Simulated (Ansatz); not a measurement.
A self-consistent single point of CuAu (P4/mmm, 2 atoms in the cell) with Ansatz (an electronic-structure program).

Computed with PBE with spin-orbit coupling (plane waves, PAW; Ansatz).

```yaml
crystal:
  lattice:
    - [2.78029, 0.00000, 0.00000]
    - [0.00000, 2.78029, 0.00000]
    - [0.00000, 0.00000, 3.49314]
  atoms:
    - { symbol: Cu, position: [0.50000, 0.50000, 0.50000] }
    - { symbol: Au, position: [0.00000, 0.00000, 0.00000] }
```

Reference input (self-consistent single point, DFT, PBE, plane waves, default PAW files): basis.ecutwfc = 420 eV; kpoints.mp_grid.grid = 16 16 12; hamiltonian.xc = pbe; hamiltonian.pseudopotentials = {kind: paw} (the program's default PAW files); scf.occupations.method = gaussian; scf.occupations.width = 0.136 eV. This run's input differs from it in these lines:

Ansatz 0.2 input:
```diff
@@ -15,2 +15,5 @@
   pseudopotentials: { kind: paw }
+magnetization:
+  noncollinear: true
+  spin_orbit: true
 scf:
```

The program printed (abridged):

```
SCF iter   1: F=—  HF=-19815.204740 eV  |F-HF|=—  |Δ(HF+E_count)|=         —  Δρ=1.85e-1  dr2=1.32e1  dr2_m=0.00e0 (ungated)  ethr=3.10e-3  |M|=0.00e0 ∫|m|=0.00e0 μB  |m|>n=0.0e0 m-floor=0.0e0 τ_xc=0.0e0  β_m=0.30  ⟨swp⟩=6.9  Hψ=32563  notcnv=0  defer=140
all-band conjugate gradients solve this SCF's bands
preconditioner: auto → none
   [... lines left out ...]
SCF iter   8: F=—  HF=-19812.328153 eV  |F-HF|=—  |Δ(HF+E_count)|=   1.92e-5  Δρ=8.75e-5  dr2=1.17e-6  dr2_m=0.00e0 (ungated)  ethr=1.41e-7  |M|=0.00e0 ∫|m|=0.00e0 μB  |m|>n=0.0e0 m-floor=0.0e0 τ_xc=0.0e0  β_m=0.83  ⟨swp⟩=2.0  Hψ=12483  notcnv=0  defer=872
SCF iter   9: F=-19812.328153 eV  HF=-19812.328153 eV  |F-HF|=4.60e-9  |Δ(HF+E_count)|=   1.12e-8  Δρ=5.05e-6  dr2=6.42e-9  dr2_m=0.00e0 (ungated)  ethr=2.63e-10  |M|=0.00e0 ∫|m|=0.00e0 μB  |m|>n=0.0e0 m-floor=0.0e0 τ_xc=0.0e0  ⟨swp⟩=9.0  Hψ=33879  notcnv=0
SCF 1 converged in 9 iterations: F = -19812.328153 eV  dr2 = 6.42e-9
Magnetization: |M| = 0.0000 μB,  M = (+0.0000, +0.0000, +0.0000) μB
Absolute magnetization: 0.0000 μB (∫|m|)
  site 0: m = (+0.0000, +0.0000, +0.0000) μB, |m| = 0.0000 μB  (R = 1.08 Å)
  site 1: m = (+0.0000, +0.0000, +0.0000) μB, |m| = 0.0000 μB  (R = 1.08 Å)
Free energy (F): -19812.328153 eV
Internal energy: -19812.323313 eV  (E = F + TS)
E sigma→0 (E₀):  -19812.325733 eV
Entropy (-TS):   -0.004840 eV (-2.420 meV/atom)
Fermi energy:    20.988098 eV
--- Forces (eV/Å), atoms counted from 1 ---
  atom   1  Cu     0.00000000     0.00000000     0.00000000
  atom   2  Au    -0.00000000     0.00000000     0.00000000
--- Stress (GPa, compression-positive) ---
       18.517026       0.000000       0.000000
        0.000000      18.517026       0.000000
        0.000000       0.000000      18.833168
  P = ⅓ Tr σ = 18.6224 GPa (186.224 kbar)
  The stress holds the Pulay correction. Without it, at fixed plane waves, as pw.x and ABINIT print it: P = 18.5158 GPa
```

The run converged in 9 iterations. Against the reference run the pressure goes from 19.76 to 18.62 GPa.

The starting cell comes from a database of computed structures (which also holds hypothetical and non-ambient phases and stackings), without a prior relaxation at this level. Its lattice was rescaled by a random factor within 2.5 % of one. With a pressure of about 19 GPa the cell is away from its equilibrium volume at this level. Ansatz's pressure includes its estimate of the finite-basis (Pulay) stress.

Cost on one core of a shared machine: roughly 40 s.
